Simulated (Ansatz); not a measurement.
**A computed series for hypothetical wurtzite BeS: pressure series**

Take BeS in the wurtzite structure (space group P6_3mc, No. 186; a = 3.4118 Å, c = 5.6247 Å; a hypothetical phase, not in the database extracts checked) as the base.

Cell and atoms are relaxed at each pressure.

The values are results of Ansatz (a quantum-chemistry and plane-wave program) PBEsol, no spin-orbit coupling, not measurements.

Candidates:
(a) pressure 0.3 GPa
(b) pressure −1 GPa
(c) pressure −2 GPa
(d) pressure 3 GPa
(e) pressure 5 GPa

For the base:

| Property | Result |
|---|---|
| Band gap | 3.44 eV |

### Question
Order them by band gap, highest first.

### Answer
(c) pressure −2 GPa (3.52 eV), (b) pressure −1 GPa (3.48 eV), (a) pressure 0.3 GPa (3.42 eV), (d) pressure 3 GPa (3.32 eV), (e) pressure 5 GPa (3.24 eV)

Load acts through the strain it causes; cell and atoms are relaxed under it. Stability against distortions was not tested. No other phases were tried under pressure.
